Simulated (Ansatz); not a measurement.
**Os, pressure series**

Consider Os in the hcp (Mg type) structure (space group P6_3/mmc, No. 194; a = 2.7295 Å, c = 4.3066 Å).

Cell and atoms are relaxed at each pressure.

Method: PBEsol (Ansatz, a quantum-chemistry and plane-wave program), without spin-orbit coupling, earlier PAW set.

Notes on the quantities. enthalpy: H = E + PV relative to the base's energy.

```tsv
change	enthalpy	shortest interatomic distance
base	–	2.668 Å
pressure −2 GPa	-0.17 eV/atom	[?]
pressure −1 GPa	-0.09 eV/atom	2.670 Å
pressure 3 GPa	+0.26 eV/atom	[?]
pressure 7 GPa	+0.60 eV/atom	2.655 Å
pressure 15 GPa	+1.28 eV/atom	2.641 Å
pressure 30 GPa	+2.52 eV/atom	[?]
pressure 50 GPa	+4.13 eV/atom	2.590 Å
pressure 75 GPa	+6.07 eV/atom	2.561 Å
pressure 100 GPa	+7.94 eV/atom	[?]
```

### Question
Fill in the withheld entries from the trend.

### Answer

- pressure −2 GPa, shortest interatomic distance: 2.672 Å
- pressure 3 GPa, shortest interatomic distance: 2.663 Å
- pressure 30 GPa, shortest interatomic distance: 2.618 Å
- pressure 100 GPa, shortest interatomic distance: 2.536 Å

Load acts through the strain it causes; cell and atoms are relaxed under it. Stability against distortions was not tested. Competing high-pressure phases were not computed. The final runs are not spin-polarised.
